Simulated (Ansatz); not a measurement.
## W, element substitutions

Take W in the bcc (W type) structure (space group Im-3m, No. 229) as the base.

```
W
1.0
   -1.57715     1.57715     1.57715
    1.57715    -1.57715     1.57715
    1.57715     1.57715    -1.57715
W
1
Direct
  0.00000   0.00000   0.00000
```

Each row replaces one element on all its sites; cell and atoms are relaxed.

Levels (all Ansatz, a quantum-chemistry and plane-wave program, PAW): PBEsol (420 eV, no spin-orbit coupling); r2SCAN (500 eV, scalar-relativistic without spin-orbit coupling).

Pressures by level, all at the geometries relaxed with PBEsol:

| case | PBEsol | r2SCAN |
|---|---|---|
| base | 0.0 GPa | 4.6 GPa |
| W → Sb | 0.0 GPa | (withheld) |
| W → S | 0.0 GPa | (withheld) |

**Question.** Complete the table.

**Answer.** 
- W → Sb, r2SCAN: 2.6 GPa
- W → S, r2SCAN: 6.3 GPa

Single points use the geometry relaxed with PBEsol. Their cutoffs differ, which shifts pressures a little. Stability against distortions was not tested. As relaxed here, S is a hypothetical phase, not in the database extracts checked. For Sb in this form, whether it has been made was not checked. The final runs are not spin-polarised. This is not the structure that Sb has at room temperature and ambient pressure.
